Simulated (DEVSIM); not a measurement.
System: Ti/AlN/n-Ge capacitor, at 400 K.

```csv
layer (left to right),material,thickness (nm),Nd (cm⁻³)
1,AlN,3.00,-
2,Ge,1900,1e17
```

Metal gate on the left, work function 4.33 eV. Fixed charge at the semiconductor interface 2.1e10 cm⁻² (in units of +e); no interface traps.

This is a model device: material constants are rounded textbook-type values typed into the input, and sizes, dopings and lifetimes were drawn at random. Values at 300 K; Nc and Nv go as T^1.5, mobilities as T to minus their exponent, the gap by Varshni's rule with the affinity fixed.

```
parameter         AlN        Ge
----------------  ---  --------
gap (eV)          6.1     0.664
affinity (eV)     1.9         4
permittivity      8.5        16
Nc (cm⁻³)           -   1.04e19
Nv (cm⁻³)           -      6e18
Varshni α (eV/K)    -  0.000477
Varshni β (K)       -       235
```

Model (solved in DEVSIM): 1D Poisson equation in equilibrium, Boltzmann statistics, complete ionisation; no quantum confinement or tunnelling. Metal contacts follow the ideal Schottky-Mott rule: no Fermi-level pinning, no interface dipoles.

Base results: capacitance of the dielectric stack (μF/cm²) 2.51; threshold voltage (band bending 2φF) (V) -0.19; minimum of the low-frequency capacitance (μF/cm²) 0.247; flat-band voltage (V) 0.15.

Task: What follows from this one change: AlN thickness 0.003 → 0.0017 μm?

Result: capacitance of the dielectric stack 2.51 → 4.43 μF/cm²; threshold voltage (band bending 2φF) -0.19 → -0.16 V; minimum of the low-frequency capacitance 0.247 → 0.260 μF/cm²; flat-band voltage little changed (0.15 V).

Task: What follows from this one change: substrate doping 1e+17 → 2e+16 cm^-3?

Result: capacitance of the dielectric stack little changed (2.51 μF/cm²); threshold voltage (band bending 2φF) -0.19 → -0.10 V; minimum of the low-frequency capacitance 0.247 → 0.166 μF/cm²; flat-band voltage 0.15 → 0.10 V.

Task: What follows from this one change: fixed charge 2.1e+10 → -3.279e+12 cm^-2?

Result: capacitance of the dielectric stack little changed (2.51 μF/cm²); threshold voltage (band bending 2φF) -0.19 → 0.03 V; minimum of the low-frequency capacitance little changed (0.247 μF/cm²); flat-band voltage 0.15 → 0.36 V.
